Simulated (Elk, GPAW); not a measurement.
A GPAW input for a self-consistent single point of ScV₂Ga₄ (I4/mmm, 7 atoms in the cell) (DFT PBEsol, plane waves, GPAW PAW datasets PBEsol (made by gpaw-setup)):

```python
from ase import Atoms
from ase.units import GPa
from gpaw import GPAW

atoms = Atoms(['Sc', 'V', 'V', 'Ga', 'Ga', 'Ga', 'Ga'],
              cell=[[-3.227165, 3.227165, 2.574415],
                    [3.227165, -3.227165, 2.574415],
                    [3.227165, 3.227165, -2.574415]],
              scaled_positions=[[0.000000, 0.000000, 0.000000],
                                [0.750000, 0.250000, 0.500000],
                                [0.250000, 0.750000, 0.500000],
                                [0.300870, 0.300870, 0.601740],
                                [0.699130, 0.699130, 0.398260],
                                [0.300870, 0.699130, 0.000000],
                                [0.699130, 0.300870, 0.000000]],
              pbc=True)

calc = GPAW(mode={'name': 'pw', 'ecut': 800},
            xc='PBEsol',
            kpts=(5, 5, 5),
            occupations={'name': 'methfessel-paxton', 'width': 0.05, 'order': 0},
            nbands=-13,
            symmetry={'symmorphic': False, 'tolerance': 0.0005},
            maxiter=120)

atoms.calc = calc

energy = atoms.get_potential_energy()
print('Energy (eV):', round(energy, 6))
forces = atoms.get_forces()
print('Forces (eV/Ang):')
print(forces.round(5))
stress = atoms.get_stress()
print('Stress (GPa, Voigt):', (stress / GPa).round(4))
```

**Question.** Write the same calculation as an input for Elk.

**Answer.** One input that does it (others would too):

```
tasks
  0

xctype
  22

rgkmax
  7.5

gmaxvr
  14.0

nxlo
  2

lorbcnd
  .true.

rmtscf
  0.95

lmaxi
  2

stype
  0

swidth
  0.00183747

avec
   -6.0984580090    6.0984580090    4.8649392811
    6.0984580090   -6.0984580090    4.8649392811
    6.0984580090    6.0984580090   -4.8649392811

sppath
  'species/'

atoms
  3   : nspecies
  'Sc.in'   : spfname
  1   : natoms; atposl, bfcmt below
  0.0000000000  0.0000000000  0.0000000000    0.0 0.0 0.0
  'V.in'   : spfname
  2   : natoms; atposl, bfcmt below
  0.7500000000  0.2500000000  0.5000000000    0.0 0.0 0.0
  0.2500000000  0.7500000000  0.5000000000    0.0 0.0 0.0
  'Ga.in'   : spfname
  4   : natoms; atposl, bfcmt below
  0.3008700000  0.3008700000  0.6017400000    0.0 0.0 0.0
  0.6991300000  0.6991300000  0.3982600000    0.0 0.0 0.0
  0.3008700000  0.6991300000  0.0000000000    0.0 0.0 0.0
  0.6991300000  0.3008700000  0.0000000000    0.0 0.0 0.0

ngridk
  5 5 5
```

Basis, cutoffs, solver keys and any potentials are the target program's own. This input uses DFT, PBEsol, all-electron FP-LAPW, Elk's shipped species files, APW+lo basis with extra local orbitals.

The starting cell comes from a database of computed structures (which also holds hypothetical and non-ambient phases and stackings), without a prior relaxation at this level.
